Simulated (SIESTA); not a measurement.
Several settings converged on a (110) slab of ReTc (cut from a parent of space group no. 187; 6 atoms in the cell)

```yaml
crystal:
  lattice:
    - [4.42695, 0.00000, 0.00000]
    - [0.00000, 4.74764, 0.00000]
    - [0.00000, 0.00000, 16.74098]
  atoms:
    - { symbol: Tc, position: [0.00000, 0.66667, 0.41814] }
    - { symbol: Re, position: [0.50000, 0.00000, 0.41814] }
    - { symbol: Tc, position: [0.00000, 0.16667, 0.50000] }
    - { symbol: Re, position: [0.50000, 0.50000, 0.50000] }
    - { symbol: Tc, position: [0.00000, 0.66667, 0.58186] }
    - { symbol: Re, position: [0.50000, 0.00000, 0.58186] }
```

Base method: GGA PBEsol, numerical atomic orbitals DZP, PseudoDojo PBEsol standard norm-conserving potentials (rewritten from UPF to PSML) in SIESTA.

Base settings: XC.functional = GGA; XC.authors = PBEsol; potentials = PseudoDojo PBEsol standard; PAO.BasisSize = DZP; PAO.EnergyShift = 0.01 Ry; MeshCutoff = 350 Ry; kgrid.MonkhorstPack = 4 3 1; OccupationFunction = FD; ElectronicTemperature = 0.1 eV; MaxSCFIterations = 150.

Core times come from one kind of shared machine, to one figure; runs under 30 s give none.

**The vacuum**

The mesh stays at the base's, so the ladder's end is converged at best in this setting alone.

Only quantities that move along the ladder and can be compared are tabulated; forces are left out, as grid noise moves with the cell.

```tsv
vacuum between outermost atoms (Å)	free energy less the last step's (meV/atom)
3.0	-664.96
4.0	-192.77
5.0	-15.86
7.0	0.14
10.0	-0.17
14.0	-0.17
20.0	-0.11
30.0	0.00
```

Smallest vacuum between outermost atoms (Å) that holds the free energy within 5 meV/atom of the last step, with all finer ones: 7.0; the step before is off by 16 meV/atom.

**The k-point mesh**

Only quantities that move along the ladder and can be compared are tabulated.

| kgrid.MonkhorstPack | free energy less the last step's (meV/atom) | largest difference of a force vector from the last step's (eV/Å) | core time / last (rough) |
|---|---|---|---|
| 2 2 1 | -0.76 | 0.598 | – |
| 3 3 1 | -0.33 | 0.284 | 0.5 |
| 4 3 1 | 11.46 | 0.116 | 0.5 |
| 4 4 1 | 3.49 | 0.176 | 0.6 |
| 6 5 1 | -1.54 | 0.051 | 0.7 |
| 8 7 1 | 0.84 | 0.021 | 0.6 |
| 10 10 1 | -0.09 | 0.008 | 0.6 |
| 14 13 1 | -0.02 | 0.001 | 0.7 |
| 19 18 1 | 0.00 | 0.000 | 1 |

Coarsest kgrid.MonkhorstPack that holds the free energy within 2 meV/atom of the last step, with all finer ones: 6 5 1; the step before is off by 3.5 meV/atom.

Coarsest kgrid.MonkhorstPack that holds the forces within 0.01 eV/Å of the last step, with all finer ones: 10 10 1; the step before is off by 0.021 eV/Å.

**The cutoff of the real-space grid**

The mesh stays at the base's, so the ladder's end is converged at best in this setting alone.

Only quantities that move along the ladder and can be compared are tabulated.

| MeshCutoff | free energy less the last step's (meV/atom) | largest difference of a force vector from the last step's (eV/Å) | core time / last (rough) |
|---|---|---|---|
| 175 Ry (183 Ry used) | -1.54 | 0.022 | – |
| 210 Ry (222 Ry used) | -0.94 | 0.008 | – |
| 245 Ry (252 Ry used) | -0.40 | 0.012 | 0.3 |
| 298 Ry (307 Ry used) | -0.48 | 0.019 | – |
| 350 Ry (353 Ry used) | -0.40 | 0.014 | 0.4 |
| 420 Ry (441 Ry used) | -0.15 | 0.006 | 0.6 |
| 525 Ry (568 Ry used) | 0.00 | 0.007 | 0.8 |
| 700 Ry (719 Ry used) | 0.00 | 0.000 | 1 |

Coarsest MeshCutoff that holds the forces within 0.01 eV/Å: not settled: the last two steps still differ by 0.007 eV/Å, over half the tolerance, so the ladder does not show it.

On the base run: the starting cell comes from a database of computed structures (which also holds hypothetical and non-ambient phases and stackings), without a prior relaxation at this level. The slab is cut from that crystal, and its faces are unrelaxed. Its lattice was rescaled by up to half a per cent. Spin polarisation is off. Values carry the incompleteness of an atom-centred basis. In the base run, forces exceed 1 eV/Å. Without a gap this mesh is coarse (it stands for a supercell whose shortest in-plane vector is 14 Å).

Left out of this page: 1 run of the series outside the window shown, repeating another row's setting, or not comparable.
